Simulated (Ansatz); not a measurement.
Input:

```
GaInZn2O5
1.0
    3.30260     0.00000     0.00000
   -1.65130     2.86014     0.00000
    0.00000     0.00000    22.35812
Zn In Ga O
4 2 2 10
Direct
  0.33333   0.66667   0.63563
  0.66667   0.33333   0.36437
  0.66667   0.33333   0.13563
  0.33333   0.66667   0.86437
  0.00000   0.00000   0.50000
  0.00000   0.00000   0.00000
  0.00000   0.00000   0.75000
  0.00000   0.00000   0.25000
  0.33333   0.66667   0.54823
  0.66667   0.33333   0.45177
  0.66667   0.33333   0.04823
  0.33333   0.66667   0.95177
  0.00000   0.00000   0.66203
  0.00000   0.00000   0.33797
  0.00000   0.00000   0.16203
  0.00000   0.00000   0.83797
  0.33333   0.66667   0.75000
  0.66667   0.33333   0.25000
```

Level of theory: r2SCAN, rigid bands (plane waves, PAW, scalar-relativistic; Ansatz, a first-principles code). Condition of this run: functional r2SCAN on the same cell. How the cell was made: cell and atoms relaxed with PBEsol.

**Question.** What conductivity effective mass do dilute electrons have at 300 K?

**Answer.** 0.24 (x), 0.24 (y), 0.23 (z) mₑ.

**Question.** And the band gap?

**Answer.** 1.81 eV at this level; semilocal functionals usually fall short of the measured gap.

Rigid bands, one relaxation time for all states, no polarons. Spin-orbit coupling is left out; where it splits the top of the valence band it changes the hole mass and lowers the gap by about a third of the splitting. Geometry: cell and atoms relaxed with PBEsol.

Computed structure with no diffraction record at hand here (it may be known, metastable or hypothetical): Zn2InGaO5 (P6_3/mmc).
